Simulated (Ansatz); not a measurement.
Take AlRh in the CsCl type structure (space group Pm-3m, No. 221; a = 2.9725 Å; a cell from a computed database, its experimental status unchecked; relaxed with 0.1 eV smearing) as the base. Axes: x, y, z lie along the cube axes.

Computed with plane-wave PAW DFT at the PBEsol level (Ansatz, an electronic-structure program, 420 eV), no SOC.

Strains are applied to the cell and any free atomic positions relax; under biaxial strain the out-of-plane vector relaxes too; under stress the whole cell relaxes.

One change was made to it. Results:

The energy stays essentially unchanged; the band gap remains zero.

**Question.** What was done to the base?
A. uniaxial stress, 0.5 GPa compression along z
B. biaxial strain +4.49 %, plane normal [110], relaxed out of plane
C. isotropic strain −3.20 %
D. uniaxial strain ε_zz = −1.43 %

**Answer.** A, uniaxial stress, 0.5 GPa compression along z. For comparison, the energy relative to the base in the other runs: biaxial strain +4.49 %, plane normal [110], relaxed out of plane gives +53 meV/atom; uniaxial strain ε_zz = −1.43 % gives +2.9 meV/atom; isotropic strain −3.20 % gives +90 meV/atom.

Beyond what the load breaks, stability against distortions was not tested. All final runs are without spin polarisation.
